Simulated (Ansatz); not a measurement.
CaF2: pressure series

Base system: CaF₂ (space group Pmc2_1, No. 26; a cell from a computed database, its experimental status unchecked).

```yaml
crystal:
  lattice:
    - [3.46959, 0.00000, 0.00000]
    - [0.00000, 4.10549, 0.00000]
    - [0.00000, 0.00000, 5.87573]
  atoms:
    - { symbol: Ca, position: [0.00000, 0.14409, 0.70213] }
    - { symbol: Ca, position: [0.00000, 0.85591, 0.20213] }
    - { symbol: F, position: [0.50000, 0.08849, 0.97952] }
    - { symbol: F, position: [0.50000, 0.91151, 0.47952] }
    - { symbol: F, position: [0.00000, 0.63247, 0.85135] }
    - { symbol: F, position: [0.00000, 0.36753, 0.35135] }
```

Cell and atoms are relaxed at each pressure.

All numbers come from PBEsol (Ansatz, a first-principles code, PAW, scalar-relativistic without spin-orbit coupling), earlier PAW set.

```
P (GPa)  V (Å³/atom)
-------  -----------
-1.99         14.373
-0.99         14.152
0.30          13.891
0.70          13.814
1.50          13.668
2.99          13.413
5.00          13.103
7.49          12.758
9.99          12.449
```

A third-order Birch–Murnaghan fit to these points gives V₀ = 13.95 Å³/atom, B₀ = 71 GPa and B₀′ = 3.8. At pressure 10 GPa the volume is 89.2 % of V₀.

Between the base and pressure 7.5 GPa the gap moves from 6.32 eV to 6.43 eV, a mean slope of 15 meV/GPa.

Load acts through the strain it causes; cell and atoms are relaxed under it. Stability against distortions was not tested. Competing high-pressure phases were not computed.
